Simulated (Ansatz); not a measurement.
**ZrPt (Cmcm, No. 63; cell taken from a computed entry)**

These are r²SCAN in Ansatz (PAW) values and carry that method's errors.

Run with plane-wave cutoff 500 eV, 18×18×14 k mesh (along the axes of the cell as run), Fermi–Dirac smearing 0.1 eV, scalar-relativistic PAW data made under PBE.

Cell: relaxed at this level.

For ZrPt (Cmcm, No. 63; cell taken from a computed entry), the equilibrium volume per atom is 19.15 Å³/atom. The band gap is none.

Note: the relaxation could not lower the start's symmetry, so the cell can be a saddle point above a distorted one.

Spin–orbit coupling is not included.

The computed numbers hold no vibrational or temperature effects.

Ansatz is an electronic-structure program.
